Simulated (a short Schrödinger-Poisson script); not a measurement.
Stack: gated Al0.33Ga0.67As/GaAs modulation-doped gas in a quantum well, at 20 K.

| layer | material | thickness (nm) | Nd (cm⁻³) | Na (cm⁻³) |
|---|---|---|---|---|
| 1 | Al0.33Ga0.67As | 8 | - | - |
| 2 | Al0.33Ga0.67As | 40 | 1.5e18 | - |
| 3 | Al0.33Ga0.67As | 40 | - | - |
| 4 | GaAs | 10 | - | - |
| 5 | Al0.33Ga0.67As | 4000 | - | 1e14 |

Constants are typed, rounded textbook-type inputs, not results; the design itself was drawn at random and stands for no fabricated device. Al0.33Ga0.67As: permittivity 11.96, conduction-band edge (eV) 0.261, gap (eV) 1.836, electron mass (mₑ) 0.0944, Nv at 300 K (cm⁻³) 9e18. GaAs: permittivity 12.9, conduction-band edge (eV) 0, gap (eV) 1.424, Nv at 300 K (cm⁻³) 9e18.

Channel valleys (confinement mass, in-plane density-of-states mass, number): Γ 0.067, 0.067, 1. At the gate the conduction-band edge of layer 1 lies 1.01 eV − eVg above the Fermi level of the channel; the field vanishes at the back. Donor level 0.02 eV below the band edge. The barrier under the gate holds no holes. Gaps are held at their typed values at every temperature. Mesh 0.08 nm at interfaces.

From a short Schrödinger-Poisson script (our own, NumPy): 1D Poisson equation in equilibrium, electrons quantum, Hartree plus LDA exchange-correlation (BenDaniel-Duke, 40 states a valley, the channel's in-plane mass for all, wave functions free to enter the barrier), parabolic valleys, classical holes, donors ionised by Fermi statistics, acceptors fully, no traps, pinning or gate leakage.

The same stack at other levels of the model or other numerical settings:

```tsv
run	sheet density of all electrons at Vg = 0.5 V (cm⁻²)	sheet density of all electrons at Vg = -1 V (cm⁻²)	capacitance at Vg = 0.5 V (μF/cm²)	centroid of the channel electrons at Vg = 0.5 V (nm)	rough cost against the base
base	2.70e11	2.70e11	0.476	4.71	about 1
electrons treated as classical, Boltzmann	3.26e11	3.25e11	0.476	1.19	0.01
electrons treated as classical, Fermi-Dirac	2.86e11	2.85e11	0.476	3.93	0.05
electrons treated as quantum, Hartree	2.58e11	2.58e11	0.476	4.73	0.5
mesh six times as coarse	2.70e11	2.69e11	0.476	4.70	0.2
one subband a valley	2.70e11	2.70e11	0.476	4.71	0.2
```

The classical rows ignore confinement, and Boltzmann statistics overrate the density once the band edge passes the Fermi level.
